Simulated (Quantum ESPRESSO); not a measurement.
Quantum ESPRESSO run on Ge (Imma, 2 atoms in the cell): relaxation of the atoms.

Method: LDA (PZ), PSlibrary ultrasoft (LDA) pseudopotentials (plane waves; Quantum ESPRESSO 7.5).

Input:

```fortran
&control
  calculation = 'relax',
  outdir = './tmp',
  pseudo_dir = './',
  forc_conv_thr = 1.9e-03,
/
&system
  ibrav = 0,
  nat = 2,
  ntyp = 1,
  ecutwfc = 30,
  ecutrho = 180,
  occupations = 'smearing',
  smearing = 'fermi-dirac',
  degauss = 0.0073499,
/
&electrons
  conv_thr = 1.0d-9,
  mixing_beta = 0.7,
/
&ions
/
ATOMIC_SPECIES
Ge    72.6300  Ge.pz-n-rrkjus_psl.1.0.0.UPF
ATOMIC_POSITIONS crystal
Ge    0.30383200    0.80383200    0.50000000
Ge    0.50000000    0.50000000    0.00000000
K_POINTS automatic
13 13 13  0 0 0
CELL_PARAMETERS angstrom
  -2.56676700     2.56676700     1.39322300
   2.56676700    -2.56676700     1.39322300
   2.56676700     2.56676700    -1.39322300
```

Log, with long lists cut:

```
     Self-consistent Calculation

     iteration #  1     ecut=    30.00 Ry     beta= 0.70

     Threshold (ethr) on eigenvalues was too large:
     Diagonalizing with lowered threshold

     total energy              =     -23.72784725 Ry
     estimated scf accuracy    <       0.00580287 Ry

     iteration #  2     ecut=    30.00 Ry     beta= 0.70

     total energy              =     -23.72792379 Ry
     estimated scf accuracy    <       0.00040176 Ry

     iteration #  3     ecut=    30.00 Ry     beta= 0.70

     total energy              =     -23.72793421 Ry
     estimated scf accuracy    <       0.00000208 Ry

     iteration #  4     ecut=    30.00 Ry     beta= 0.70

     total energy              =     -23.72793480 Ry
     estimated scf accuracy    <       0.00000003 Ry

     iteration #  5     ecut=    30.00 Ry     beta= 0.70
     End of self-consistent calculation

     Number of k-points >= 100: set verbosity='high' to print the bands.

     the Fermi energy is     7.5251 ev

!    total energy              =     -23.72793481 Ry
     estimated scf accuracy    <          4.2E-10 Ry
     smearing contrib. (-TS)   =      -0.00172449 Ry
     internal energy E=F+TS    =     -23.72621032 Ry

     convergence has been achieved in   5 iterations

     Forces acting on atoms (cartesian axes, Ry/au):

     atom    1 type  1   force =     0.00000000    0.00000000   -0.00343601
     atom    2 type  1   force =     0.00000000    0.00000000    0.00343601

     Total force =     0.004859     Total SCF correction =     0.000000

     BFGS Geometry Optimization
     Energy error            =      2.4E-05 Ry
     Gradient error          =      3.4E-03 Ry/Bohr

   [... lines left out ...]
     the Fermi energy is     7.5225 ev
!    total energy              =     -23.72842688 Ry
     Total force =     0.000598     Total SCF correction =     0.000000
     bfgs converged in   9 scf cycles and   8 bfgs steps
   [... lines left out ...]
     (criteria: energy <  1.0E-04 Ry, force <  1.9E-03 Ry/Bohr)

     End of BFGS Geometry Optimization

     Final energy             =     -23.7284268754 Ry

     File ./tmp/pwscf.bfgs deleted, as requested
Begin final coordinates

ATOMIC_POSITIONS (crystal)
Ge               0.2800868235        0.7800868235        0.5000000000
Ge               0.5237451765        0.5237451765       -0.0000000000
End final coordinates

   JOB DONE.
```

The run converged.  The full log also holds: “WARNING: bfgs curvature condition failed, Theta= 0.818”.

Summary of the result:
```
Quantity                                     Value
------------------------------------  ------------
Free energy E − TS                    -322.8417 eV
Fermi level (on the code's own zero)       7.52 eV
Largest force (vector length)           0.011 eV/Å
Relaxation steps                                 8
```

The starting cell comes from a database of computed structures (which also holds hypothetical and non-ambient phases and stackings), without a prior relaxation at this level. Its lattice was rescaled by up to half a per cent. For this run, on top of that: one atom moved by 0.15 angstrom. The relaxation keeps the symmetry of its start, so its end need not be a minimum.

Cost on one core of a shared machine: roughly 2 min.
